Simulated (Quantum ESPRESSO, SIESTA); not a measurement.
A Quantum ESPRESSO input for a self-consistent single point of ScGe (P1, 4 atoms in the cell) (DFT, PBEsol, plane waves, GBRV 1.5 ultrasoft (PBESOL) pseudopotentials):

```fortran
&CONTROL
    calculation = 'scf'
    prefix = 'ScGe'
    outdir = './tmp/'
    pseudo_dir = './'
    tprnfor = .true.
    tstress = .true.
/
&SYSTEM
    ibrav = 0
    nat = 4
    ntyp = 2
    ecutwfc = 50
    ecutrho = 400
    occupations = 'smearing'
    smearing = 'fermi-dirac'
    degauss = 0.0073499
/
&ELECTRONS
    conv_thr = 1e-10
/
ATOMIC_SPECIES
Sc    44.9559  sc_pbesol_v1.uspp.F.UPF
Ge    72.6300  ge_pbesol_v1.4.uspp.F.UPF
ATOMIC_POSITIONS {angstrom}
Sc    1.9829385635   -3.5551708119    2.6869138884
Sc    1.9273214485    3.5413813033    0.9185294915
Ge    1.9591085236   -0.8708722537    2.7622199113
Ge    1.9527354644    0.8846617623    0.9965050267
K_POINTS {automatic}
7 7 7  0 0 0
CELL_PARAMETERS {angstrom}
   1.9555260000    -4.9265840000     0.0000000000
   1.9555260000     4.9265840000     0.0000000000
   0.0000000000     0.0000000000     3.6820860000
```

### Question
Translate this input to SIESTA.

### Answer
This is the input that was run; spellings and numerical settings could be chosen otherwise.

```
# files in the folder: Sc.psml Ge.psml (PseudoDojo PBEsol standard)
SystemName  ScGe
SystemLabel scge

NumberOfAtoms                4
NumberOfSpecies              2
%block ChemicalSpeciesLabel
  1 21 Sc
  2 32 Ge
%endblock ChemicalSpeciesLabel
LatticeConstant              1.0 Ang
%block LatticeVectors
     1.955526000   -4.926584000    0.000000000
     1.955526000    4.926584000    0.000000000
     0.000000000    0.000000000    3.682086000
%endblock LatticeVectors
AtomicCoordinatesFormat      Ang
%block AtomicCoordinatesAndAtomicSpecies
     1.982938563   -3.555170812    2.686913888  1
     1.927321449    3.541381303    0.918529491  1
     1.959108524   -0.870872254    2.762219911  2
     1.952735464    0.884661762    0.996505027  2
%endblock AtomicCoordinatesAndAtomicSpecies

XC.functional                GGA
XC.authors                   PBEsol
PAO.BasisSize                DZP
PAO.EnergyShift              0.01 Ry
MeshCutoff                   400 Ry
%block kgrid.MonkhorstPack
    7   0   0  0.0
    0   7   0  0.0
    0   0   7  0.0
%endblock kgrid.MonkhorstPack
OccupationFunction           FD
ElectronicTemperature        0.1 eV

MaxSCFIterations             150
SCF.Mixer.Method             Pulay
SCF.Mixer.Weight             0.2
SCF.Mixer.History            8
SCF.DM.Tolerance             1.0E-04
Diag.ParallelOverK           true
WriteForces                  true
Charge.Mulliken              end
```

Basis, cutoffs, solver keys and any potentials are the target program's own. This input uses DFT, GGA PBEsol, numerical atomic orbitals DZP, PseudoDojo PBEsol standard norm-conserving potentials (rewritten from UPF to PSML).

The starting cell comes from a database of computed structures (which also holds hypothetical and non-ambient phases and stackings), without a prior relaxation at this level. Its lattice was rescaled by a random factor within 2.5 % of one. For this run, on top of that: atoms moved at random.
